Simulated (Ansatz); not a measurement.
## GaN (model structure, started from the HgO type, P6₄22, No. 181, 6 atoms in the cell)

Method: PBEsol (Ansatz, a quantum-chemistry and plane-wave program, plane waves, PAW).

Numerical settings: plane-wave cutoff 520 eV, 18×18×8 k mesh (along the axes of the cell as run), Fermi–Dirac smearing 0.05 eV, scalar-relativistic PAW data made under PBE.

Cell (relaxed at this level):

GaN is taken in the hexagonal space group P6₄22 (No. 181), Pearson symbol hP6. Cell: a = b = 3.1250 Å, c = 7.3589 Å, α = β = 90.00°, γ = 120.00°. Ga on 3d is surrounded by 4 N at 1.986 Å. N on 3c is coordinated by 4 Ga at 1.986 Å. (Neighbours: up to the widest gap in distance over summed covalent radii, below 1.35, at either atom; cation-cation and far metal-metal contacts left out.)

```yaml
band_gap: 1.47 eV (indirect)
smallest_direct_gap_on_the_k_points_sampled: 1.49 eV
```

Note: the relaxation could raise the start's symmetry but not lower it, so the cell can be a saddle point.

Spin–orbit coupling is not included.

Computing time: about 40 core-seconds (a rough figure).

A model structure was made by putting elements into a prototype or built by hand; it is no filed structure, need not be a known phase, and can be a saddle point held by its symmetry.
